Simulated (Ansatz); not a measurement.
We consider 1T (CdI2-type) MgI2, described by LDA in Ansatz (plane waves, PAW).

Numerical settings: plane-wave cutoff 520 eV, 12×12×6 k mesh (along the axes of the cell as run), perturbation theory, scalar-relativistic PAW data made under PBE.

The cell has the measured lattice parameters. Conventional cell: a = 4.1537 Å, b = 4.1537 Å, c = 6.8620 Å, α = 90.00°, β = 90.00°, γ = 120.00°.

```xyz
3
Lattice="4.1537 0.0000 0.0000 -2.0769 3.5972 0.0000 0.0000 0.0000 6.8620" Properties=species:S:1:pos:R:3 pbc="T T T"
Mg     0.0000     0.0000     0.0000
I      2.0769     1.1991     5.2239
I      0.0000     2.3981     1.6381
```

Harmonic phonon frequencies (cm⁻¹; i marks an imaginary mode; at Γ without the LO shift):

```csv
q point,frequencies
Γ,0 0 0 64 64 104 173 173 259
M,58 59 60 77 86 101 168 173 255
K,58 72 72 85 85 95 165 207 207
A,13 13 23 62 62 103 173 173 282
```

No imaginary mode appears at these points.

Note: the cell isn't this level's own, so it is under some stress, which shifts stiffness and frequencies.

Ansatz is a first-principles code.
